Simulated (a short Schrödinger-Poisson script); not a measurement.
Structure: single In0.53Ga0.47As/InP quantum well.

| layer | material | thickness (nm) |
|---|---|---|
| 1 | InP | 20 |
| 2 | In0.53Ga0.47As | 5 |
| 3 | InP | 20 |

The device is made up for the run: typed textbook-type constants, with dimensions and the other settings drawn at random. In0.53Ga0.47As: direct gap (eV) 0.74, conduction-band edge (eV) 0, electron mass (mₑ) 0.041, heavy-hole mass 0.38, light-hole mass 0.052. InP: direct gap (eV) 1.344, conduction-band edge (eV) 0.25, electron mass (mₑ) 0.08, heavy-hole mass 0.53, light-hole mass 0.12.

The valence-band edge of each layer lies one gap below its conduction-band edge. The electron's potential energy rises along the stack by the applied field. Mesh 0.03 nm at interfaces.

Question: Estimate e1 and hh1 for infinitely high walls at zero field, and compare with the finite well.

Answer: ħ²π²/(2mL²) gives 366.9 meV for the electron and 39.6 meV for the heavy hole. The finite well gives 88.2 and 25.3 meV, 0.24 and 0.64 of the estimates, as the states reach into the barriers (18 % of e1 lies outside the well).

Solved with a short Schrödinger-Poisson script written for these runs: one-band effective-mass equation with BenDaniel-Duke matching, electrons, heavy and light holes apart, hard walls at the outer ends, one valence edge for both holes (no strain splitting), no charge, excitons, band mixing or non-parabolicity; under a field the levels are quasi-bound states of a box, listed while three quarters of their weight lies within 4 nm of the wells.
